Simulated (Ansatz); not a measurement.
Base system: CdS in the wurtzite structure (space group P6_3mc, No. 186; a = 4.1244 Å, c = 6.7082 Å).

Computed with DFT with PBEsol, PAW potentials and a 420 eV plane-wave cutoff in Ansatz (a first-principles code), no SOC.

For the base:

* **Gap character**: direct at Γ
* **Pressure**: 0.00 GPa
* **Electron mass**: 0.11 mₑ along c, 0.12 mₑ across (at Γ)
* **Band gap**: 1.09 eV

Now apply this change: the cell is scaled by 0.9880 in all directions, atoms relaxed at fixed cell.

Q: Estimate the effect on the gap character.

A: The gap character is still direct at Γ.

Q: How does this affect the pressure?

A: The pressure (mean of the normal stresses, compression positive) goes from zero to 2.41 GPa.

Q: How does this affect the electron mass?

A: The electron mass goes from 0.11 mₑ along c, 0.12 mₑ across (at Γ) to 0.12 mₑ along c, 0.13 mₑ across (at Γ).

Q: What happens to the band gap?

A: The band gap goes up by 0.08 eV (1.09 eV → 1.17 eV).

The cells carry an imposed strain or load. Effective masses come from finite differences of ±0.01 Å⁻¹. No phonon test of stability was made.
